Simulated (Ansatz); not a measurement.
MgTe: isotropic strain +2.00 %

Base system: MgTe in the zinc blende structure (space group F-43m, No. 216; a = 6.439 Å).

Now apply this change: the cell is scaled by 1.0200 in all directions; the atoms relax in the strained cell.

All numbers come from Ansatz (a first-principles code) PBEsol, spin-orbit coupling left out. Settings: 9×9×9 k-points, 0.05 eV Fermi–Dirac smearing.

| quantity | base | changed | shift |
|---|---|---|---|
| volume per atom | 33.38 Å³ | 35.42 Å³ | +2.04 Å³ |
| space group | F-43m (No. 216) | F-43m (No. 216) | – |
| shortest interatomic distance | 278.8 pm | 284.4 pm | +5.6 pm |
| energy relative to the base (free energy F) | 0 meV/atom | +13 meV/atom | +13 meV/atom |
| pressure | -0.01 GPa | -1.91 GPa | -1.90 GPa |
| band gap | 2.35 eV | 2.10 eV | -0.25 eV |
| gap character | direct at Γ | direct at Γ | – |
| mean gap deformation potential ΔEg/Δln V | – | -4.2 eV | – |
| width of the top valence band | 1.49 eV | 1.36 eV | -0.13 eV |
| electron mass | 0.16 mₑ (at Γ) | 0.16 mₑ (at Γ) | – |
| hole mass (degenerate bands, along [100]) | 0.19, 0.88, 0.88 mₑ (at Γ) | 0.19, 0.93, 0.93 mₑ (at Γ) | – |
| valley order (the lowest conduction-band minima on the path, energy above the VBM, named in the base's zone) | Γ 2.35 eV; X along ⟨100⟩ 2.71 eV; L along ⟨111⟩ 3.18 eV | Γ 2.10 eV; X along ⟨100⟩ 2.79 eV; L along ⟨111⟩ 3.03 eV | – |

Final structure:

```
MgTe
1.0
    0.00000     3.28404     3.28404
    3.28404     0.00000     3.28404
    3.28404     3.28404     0.00000
Mg Te
1 1
Cartesian
  0.00000   0.00000   0.00000
  1.64202   1.64202   1.64202
```

Spin-orbit coupling, missing from the scalar runs, can matter with Te. Effective masses come from finite differences of ±0.01 Å⁻¹. No phonon test of stability was made.
